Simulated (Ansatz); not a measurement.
The starting structures come from a database of crystals and need not be the phases stable at ambient conditions.

 Where the default PAW files enter, the runs use the earlier of Ansatz's two default sets.

Inside the gap of an insulator the Bloch states are evanescent, with a wavenumber k + iκ along the transport direction.

Consider the following.

```
CELL_PARAMETERS angstrom
      3.48711     0.00000     0.00000
      0.00000     3.48711     0.00000
      1.74355    -1.74355     2.51608
ATOMIC_POSITIONS crystal
  Hf 0.00000 0.00000 0.00000
  O  0.25000 0.25000 0.50000
  O  0.75000 0.75000 0.50000
```

Space group of this cell: I4/mmm. The cell is strained (lengths across the current scaled by 0.98, ions clamped); by r2SCAN its mean pressure is 17.2 GPa.

Transport runs along the normal of the first two printed cell vectors, the (001) (indices of the unstrained crystal) plane of the conventional cell.

The gap is the functional's own. No spin-orbit coupling. Mid-gap values are interpolated on the energy grid.

Compute, with Ansatz (a quantum-chemistry and plane-wave program) with r2SCAN, the band gap and the smallest decay constant κ at mid-gap.

Gap 4.33 eV on a 12×12×12 mesh; κ = 0.294 1/Å, at the zone centre.
